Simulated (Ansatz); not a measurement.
H on the 1x1 (0001) surface of hcp Ti, one in a 2x2 cell: adsorption energies (eV for each) against ½ H2(g) in Ansatz (plane waves, PAW). Structures relaxed with PBE; the other functionals are single points on them, with slab and gas at the same level. No dispersion, zero-point or thermal terms. Rows are starts at which the adsorbate stayed; left out, since it moved away, changed or didn't bind there, or the run didn't converge: bridge Ti-Ti (span 2.9 Å).

Slab: 17 atoms, 6.8 Å thick at the start under the adsorbate (thin: gaps and levels are the slab's own); k 6x6x1, smearing 0.1 eV, dipole-corrected; 8 atoms held, the rest relaxed; each run with such symmetry as its start has; no spin, no spin-orbit, no U, no dispersion correction.

| site | PBE | RPBE | r2SCAN |
|---|---|---|---|
| top Ti | 0.27 | 0.33 | 0.22 |
| hollow Ti-Ti-Ti | -1.08 | -0.98 | -1.25 |
| hollow Ti-Ti-Ti over Ti at depth 2.2 Å | -1.09 | -0.99 | -1.24 |

RPBE moves the energies by 0.09 eV on average against PBE and the two lowest sites lie within 0.02 eV at one of the levels. r2SCAN moves the energies by -0.12 eV on average against PBE and the two lowest sites lie within 0.02 eV at one of the levels.

Ansatz is a first-principles code.
